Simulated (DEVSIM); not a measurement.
System: In0.49Ga0.51P/GaAs p-n heterojunction, at 300 K.

```tsv
layer (left to right)	material	thickness (μm)	Nd (cm⁻³)	Na (cm⁻³)	τn (s)	τp (s)
1	In0.49Ga0.51P	1.40	-	2.7e17	1.3e-9	1.3e-9
2	GaAs	0.210	8.2e15	-	1.3e-9	1.3e-9
```

Left contact: ohmic. Right contact: ohmic. Voltage is applied to the left contact. Recombination: SRH at mid-gap, radiative, Auger. Mobility is μmin + (μ − μmin)/(1 + (N/Nref)^α).

This is a model device: material constants are rounded textbook-type values typed into the input, and sizes, dopings and lifetimes were drawn at random. Values at 300 K; Nc and Nv go as T^1.5, mobilities as T to minus their exponent, the gap by Varshni's rule with the affinity fixed.

| parameter | In0.49Ga0.51P | GaAs |
|---|---|---|
| gap (eV) | 1.89 | 1.424 |
| affinity (eV) | 4 | 4.07 |
| permittivity | 11.8 | 12.9 |
| Nc (cm⁻³) | 9e17 | 4.7e17 |
| Nv (cm⁻³) | 1.3e19 | 9e18 |
| μn (cm²/Vs) | 1500 | 8500 |
| μp (cm²/Vs) | 80 | 400 |
| μn,min | 400 | 500 |
| μp,min | 15 | 20 |
| Nref,n | 2e16 | 6e16 |
| Nref,p | 1.5e17 | 1.5e17 |
| αn | 0.7 | 0.39 |
| αp | 0.8 | 0.38 |
| T exponent of μn | 1.66 | 2.1 |
| T exponent of μp | 2 | 2.2 |
| B (cm³/s) | 1e-10 | 2e-10 |
| Cn (cm⁶/s) | 3e-30 | 1e-30 |
| Cp (cm⁶/s) | 3e-30 | 1e-30 |
| Varshni α (eV/K) | 0.0005 | 0.000541 |
| Varshni β (K) | 250 | 204 |

Simulated with DEVSIM: 1D drift-diffusion, Boltzmann statistics, complete ionisation; no tunnelling, impact ionisation, image-force lowering or self-heating. Band offsets follow the typed affinities; no thermionic-emission limit at abrupt steps, no polarisation charge.

The temperature was swept, all else fixed.

```tsv
temperature (K)	dark forward voltage at 100 A/cm² (V)	potential step across the device at zero bias (V)	dark forward voltage at 1 A/cm² (V)
250	1.350	1.680	1.109
300	1.231	1.615	0.954
350	1.110	1.547	0.823
400	0.990	1.476	0.700
450	0.873	1.403	0.579
500	0.761	1.328	0.458
```

From the first row to the last the dark forward voltage at 100 A/cm² goes from 1.350 to 0.761. From the first row to the last the potential step across the device at zero bias goes from 1.680 to 1.328.
